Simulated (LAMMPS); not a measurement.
Consider a slab of Cu (fcc) cut on the (001) plane, one half shifted rigidly along [1-10] and [110] of the cubic cell, atoms relaxed along the normal alone (0 K).

Model: classical force field (static), pair style eam/alloy, file Cu_zhou.eam.alloy, run in LAMMPS.

Problem. Give the fault-energy surface over one period.

Solution. Fault energy γ (mJ/m²); x and y are the two shifts in Å.
```
|  :=+***+=:  |
| .-=*****=-. |
|:-=*#####*=-:|
|==*#%%%%%#*==|
|+*#%%@@@%%#*+|
|**#%@@@@@%#**|
|**#%@@@@@%#**|
|**#%@@@@@%#**|
|+*#%%@@@%%#*+|
|==*#%%%%%#*==|
|:-=*#####*=-:|
| .-=*****=-. |
|  :=+***+=:  |
```
Scale: ten equal steps from 0 (start of ' ') to 1100 (end of '@'), in the order ' .:-=+*#%@'; x runs from 0.000 to 2.56, y from 0.000 (bottom) to 2.56 (top).
